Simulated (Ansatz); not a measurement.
Functionals compared on F on the 1x1 (111) surface of fcc Pd, one in a 2x2 cell, started at the site 'bridge Pd-Pd (span 2.8 Å)', in Ansatz (plane waves, PAW). The structure was relaxed with PBE; the other rows are single points on it, each with its references at the same level. Cutoff 420 eV (500 eV for r2SCAN).

Set-up: 17 atoms, 6.8 Å thick at the start under the adsorbate (thin: gaps and levels are the slab's own); mesh 6x6x1; 0.1 eV smearing; dipole correction on; 8 atoms held, the rest relaxed; held to the start's symmetry, so lower structures may exist; no spin, no spin-orbit, no U, no dispersion correction. At the end it is bonded to 3 Pd. In PBE it is, or lies within 0.03 eV of, the lowest of the starts that converged. These notes are the PBE run's. Adsorption energies are against ½ F2(g). A negative adsorption energy means that the adsorbate is more stable on the surface than in its reference.

| functional | adsorption energy (eV) | work function of the top face (eV) | change of the work function (eV) | rough cost of the single point |
|---|---|---|---|---|
| PBE | -2.08 | 6.14 | 0.90 | – |
| RPBE | -1.88 | 5.97 | 0.92 | roughly 2.8 core-minutes |
| r2SCAN | [?] | [?] | [?] | very roughly 9 core-minutes |

Problem. Complete the blanks.

Solution. 
- r2SCAN, adsorption energy (eV): -2.45
- r2SCAN, work function of the top face (eV): 6.26
- r2SCAN, change of the work function (eV): 1.03

Ansatz is a first-principles code.
